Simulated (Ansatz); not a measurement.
Base system: BP in the zinc blende structure (space group F-43m, No. 216; a = 4.5202 Å).

The values are results of DFT with PBEsol, PAW potentials and a 420 eV plane-wave cutoff in Ansatz (a first-principles code), no spin-orbit coupling, not measurements.

Strains are applied to the cell and any free atomic positions relax.

One change was made to it. Results:

```tsv
quantity	base	after
hole mass (degenerate bands, along [100])	0.25, 0.25, 0.34 mₑ (at Γ)	0.25, 0.25, 0.37 mₑ (at Γ)
pressure	-0.01 GPa	8.36 GPa
energy relative to the base (free energy F)	0 meV/atom	+13 meV/atom
```

Which of these changes matches the shifts?
(A) isotropic strain −2.50 %
(B) isotropic strain −0.50 %
(C) isotropic strain −1.50 %

C, isotropic strain −1.50 %. For comparison, the energy relative to the base in the other runs: isotropic strain −2.50 % gives +37 meV/atom; isotropic strain −0.50 % gives +1.4 meV/atom.

The levels and masses belong to the bands next to the band gap. Masses are band curvatures over ±0.01 Å⁻¹ around the edge. Whether these cells are dynamically stable was not tested.
